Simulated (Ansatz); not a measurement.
For SiSn (model structure, started from the CsCl type, Pm-3m, No. 221, 2 atoms in the cell), PBE in Ansatz (PAW) gives:

| Item | Value |
|---|---|
| lattice parameter a | 3.497 Å |
| cohesive energy | 3.39 eV/atom |

Question: What does PBE-D3(BJ) in Ansatz (plane waves, PAW) give for the same quantities?

Answer: 
- lattice constant a: 3.443 Å (drops by 1.5 %)
- cohesive energy: 3.78 eV/atom (grows by 0.39 eV/atom)

Changes are worked out from the printed values.

Unless a cell is named, each level is at its own relaxed cell (PBE 21.38, PBE-D3(BJ) 20.41 Å³/atom).

Levels without +SOC leave out spin–orbit coupling, which shifts energies and cells of such heavy elements.

Caveats: a distance lies near a switch of the dispersion term, which can move the cell (PBE-D3(BJ)). Ansatz's density-functional and Hartree–Fock values are scalar-relativistic unless marked +SOC, with PAW data made under PBE.

A model structure was made by putting elements into a prototype or built by hand; it is no filed structure, need not be a known phase, and can be a saddle point held by its symmetry.

Ansatz is a first-principles code.
